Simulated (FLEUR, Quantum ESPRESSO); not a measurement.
A Quantum ESPRESSO input for a self-consistent single point of Ti2Zn (I4/mmm, 3 atoms in the cell) (DFT, LDA (PZ), plane waves, GBRV 1.5 ultrasoft (LDA) pseudopotentials):

```fortran
&control
   calculation = 'scf'
   prefix = 'ti2zn'
   outdir = './tmp/'
   pseudo_dir = './'
   tprnfor = .true.
   tstress = .true.
/
&system
   ibrav = 7
   celldm(1) = 5.70891931
   celldm(3) = 3.5035534238
   nat = 3
   ntyp = 2
   ecutwfc = 50
   ecutrho = 400
   occupations = 'smearing'
   smearing = 'gaussian'
   degauss = 0.0036749
/
&electrons
   conv_thr = 1.0d-10
   mixing_beta = 0.7
/
ATOMIC_SPECIES
Ti    47.8670  ti_lda_v1.4.uspp.F.UPF
Zn    65.3800  zn_lda_v1.uspp.F.UPF
ATOMIC_POSITIONS alat
Ti    0.00000000    0.00000000    2.32544855
Ti    0.00000000    0.00000000    1.17810487
Zn    0.00000000    0.00000000    0.00000000
K_POINTS automatic
10 10 10  0 0 0
```

### Question
Translate this input to FLEUR.

### Answer
One input that does it (others would too):

Input of the input generator:

```
Ti2Zn
&input film=f /
-0.2646754540 0.2646754540 0.9273045930
0.2646754540 -0.2646754540 0.9273045930
0.2646754540 0.2646754540 -0.9273045930
10.7847539857
1.0 1.0 1.0

3
22 0.6637400000 0.6637400000 0.0000000000
22 0.3362600000 0.3362600000 0.0000000000
30 0.0000000000 0.0000000000 0.0000000000

&comp jspins=1 /
&exco xctyp='pz' /
&kpt div1=10 div2=10 div3=10 gamma=t /
&end /
```

```xml
<?xml version="1.0" encoding="UTF-8" standalone="no"?>
<fleurInput fleurInputVersion="0.39">
   <comment>
      Ti2Zn                                                                                               
   </comment>
   <calculationSetup>
      <cutoffs Kmax="4.2" Gmax="14.7" GmaxXC="14.7" numbands="0"/>
      <scfLoop itmax="80" minDistance="0.00001" maxIterBroyd="40" imix="Anderson" alpha="0.05" precondParam="0.0" spinf="2.0"/>
      <coreElectrons ctail="T" frcor="F" kcrel="0" coretail_lmax="0"/>
      <xcFunctional name="pz" relativisticCorrections="F"/>
      <magnetism jspins="1"/>
      <soc l_soc="F" theta="0.0" phi="0.0" spav="F"/>
      <expertModes spex="0" secvar="F"/>
      <geometryOptimization l_f="T" forcealpha="1.0" forcemix="BFGS" epsdisp="0.00001" epsforce="0.00001"/>
      <ldaU l_linMix="F" mixParam="0.05" spinf="1.0"/>
   </calculationSetup>
   <cell>
      <bzIntegration valenceElectrons="36.0" mode="gauss" fermiSmearingEnergy="0.00183747">
         <kPointListSelection listName="default-1"/>
         <!-- k-points included here -->
         <xi:include xmlns:xi="http://www.w3.org/2001/XInclude" href="kpts.xml"> </xi:include>
      </bzIntegration>
      <!-- symmetry operations included here -->
      <xi:include xmlns:xi="http://www.w3.org/2001/XInclude" href="sym.xml"> </xi:include>
      <bulkLattice scale="1.0">
         <bravaisMatrix>
            <row-1>   -2.8544596574434569     2.8544596574434569    10.0007519053146670</row-1>
            <row-2>    2.8544596574434569    -2.8544596574434569    10.0007519053146670</row-2>
            <row-3>    2.8544596574434569     2.8544596574434569   -10.0007519053146670</row-3>
         </bravaisMatrix>
      </bulkLattice>
   </cell>
   <atomSpecies>
      <species name="Titanium (Ti)" element="Ti" atomicNumber="22">
         <mtSphere radius="2.42" gridPoints="837" logIncrement="0.014"/>
         <atomicCutoffs lmax="10" lnonsphr="8"/>
         <electronConfig flipSpins="F">
            <coreConfig>(1s1/2) (2s1/2) (2p1/2) (2p3/2)</coreConfig>
            <valenceConfig>(3s1/2) (3p1/2) (3p3/2) (4s1/2) (3d3/2) (3d5/2)</valenceConfig>
            <stateOccupation state="(3d3/2)" spinUp="0.4" spinDown="0.4"/>
            <stateOccupation state="(3d5/2)" spinUp="0.6" spinDown="0.6"/>
         </electronConfig>
         <energyParameters s="4" p="4" d="3" f="4"/>
         <lo type="SCLO" l="0" n="3" eDeriv="0"/>
         <lo type="SCLO" l="1" n="3" eDeriv="0"/>
      </species>
      <species name="Zinc (Zn)" element="Zn" atomicNumber="30">
         <mtSphere radius="2.42" gridPoints="837" logIncrement="0.015"/>
         <atomicCutoffs lmax="10" lnonsphr="8"/>
         <electronConfig flipSpins="F">
            <coreConfig>(1s1/2) (2s1/2) (2p1/2) (2p3/2) (3s1/2) (3p1/2) (3p3/2)</coreConfig>
            <valenceConfig>(4s1/2) (3d3/2) (3d5/2)</valenceConfig>
         </electronConfig>
         <energyParameters s="4" p="4" d="3" f="4"/>
         <lo type="HELO" l="2" n="4" eDeriv="0"/>
      </species>
   </atomSpecies>
   <atomGroups>
      <atomGroup species="Titanium (Ti)">
         <relPos label="                   1">-.3362600000 -.3362600000 .0000000000</relPos>
         <relPos label="                   2">.3362600000 .3362600000 .0000000000</relPos>
         <force calculate="T" relaxXYZ="TTT"/>
      </atomGroup>
      <atomGroup species="Zinc (Zn)">
         <relPos label="                   3">.0000000000 .0000000000 .0000000000</relPos>
         <force calculate="T" relaxXYZ="TTT"/>
      </atomGroup>
   </atomGroups>
   <output dos="F" band="F" slice="F">
      <checks vchk="F" cdinf="F"/>
      <bandDOS minEnergy="-.5*Htr" maxEnergy="0.5*Htr" sigma="0.015" storeEVData="T"/>
      <vacuumDOS vacdos="F" integ="F" star="F" nstars="0" locx1="0.0" locy1="0.0" locx2="0.0" locy2="0.0" nstm="0" tworkf="0.0"/>
      <unfoldingBand unfoldBand="F" supercellX="1" supercellY="1" supercellZ="1"/>
      <plotting iplot="0" polar="F">
         <plot TwoD="T" vec1="  1.0  0.0  0.0" vec2="  0.0  1.0  0.0" vec3="  0.0  0.0  1.0" zero="  0.0  0.0  0.0" file="plot"/>
      </plotting>
      <chargeDensitySlicing numkpt="0" minEigenval="0.0" maxEigenval="0.0" nnne="0" pallst="F"/>
      <specialOutput eonly="F"/>
      <magneticCircularDichroism mcd="F" energyLo="-10.0" energyUp="0.0"/>
   </output>
  <!-- We include the file relax.xml here to enable relaxations (see documentation) -->
  <xi:include xmlns:xi="http://www.w3.org/2001/XInclude" href="relax.xml"> <xi:fallback/> </xi:include>
</fleurInput>
```

Basis, cutoffs, solver keys and any potentials are the target program's own. This input uses DFT, LDA (Perdew-Zunger), all-electron FLAPW (FLEUR), scalar-relativistic valence. LDA parametrisations can differ slightly between programs.

The starting cell comes from a database of computed structures (which also holds hypothetical and non-ambient phases and stackings), without a prior relaxation at this level.
